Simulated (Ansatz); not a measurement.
Defect: interstitial B in rock-salt TiN, neutral cell. The step: a concerted move, in which B travels most; the atom moves 2.11 Å along (0.00, 0.50, 0.00) of the unit cell; the moving atom starts with neighbours 4 N at 1.60; 4 Ti at 2.17 Å and ends with 4 N at 1.60; 4 Ti at 2.17 Å. A PBE band in Ansatz (plane-wave PAW, a 2×2×2 k-point mesh shifted by half a step, 64 host sites, 32 SCF runs with any check of the saddle's order, static, no finite-size correction) gives a forward barrier of 1.27 eV. The saddle point's order was not checked, and it lies on a symmetry element of the cell, where a band can be held. Sites that were not tried may lie lower.

Single points at the band's start and saddle point can refine it. Rough cost of one point, in units of the band's mean SCF on the same machine:

```
Level                                                          Cost of one point
-------------------------------------------------------------  -----------------
PBE, a 4×4×4 k-point mesh shifted by half a step                         about 8
r2SCAN at 500 eV, a 2×2×2 k-point mesh shifted by half a step            about 3
```

Task: Which of these move the barrier by more than 0.1 eV, and how far does each move it?

Result: PBE, a 4×4×4 k-point mesh shifted by half a step: -0.12 eV; r2SCAN at 500 eV, a 2×2×2 k-point mesh shifted by half a step: -0.12 eV. Each functional is compared with PBE at the same k-points.

Ansatz is a quantum-chemistry and plane-wave program.
